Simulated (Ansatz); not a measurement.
**What uniaxial strain ε_xx = +2.00 % does to Zn**

The parent structure is Zn in the hcp (Mg type) structure (space group P6_3/mmc, No. 194; a = 2.613 Å, c = 4.781 Å; relaxed with 0.1 eV smearing). Axes: x lies along a and z along c of the hexagonal cell.

One thing is altered: uniaxial strain ε_xx = +2.00 %, all other strain components held at zero, atoms relaxed at fixed cell.

All numbers come from PBEsol (Ansatz, an electronic-structure program), no spin-orbit coupling. Settings: 25×25×13 k-points, 0.1 eV Fermi–Dirac smearing.

- Volume per atom = 14.42 Å³ (base 14.14 Å³)
- Shortest interatomic distance = 4.963 bohr (base 4.938 bohr)
- Energy relative to the base (free energy F) = +3.4 meV/atom
- Pressure (mean of the normal stresses, compression positive) = -1.9 GPa (base 0.0 GPa)
- Band gap = zero (base zero)
- Stress (xx, yy, zz, yz, xz, xy; compression positive) = (-3.6, -0.9, -1.1, 0.0, 0.0, 0.0) GPa

No phonon test of stability was made.
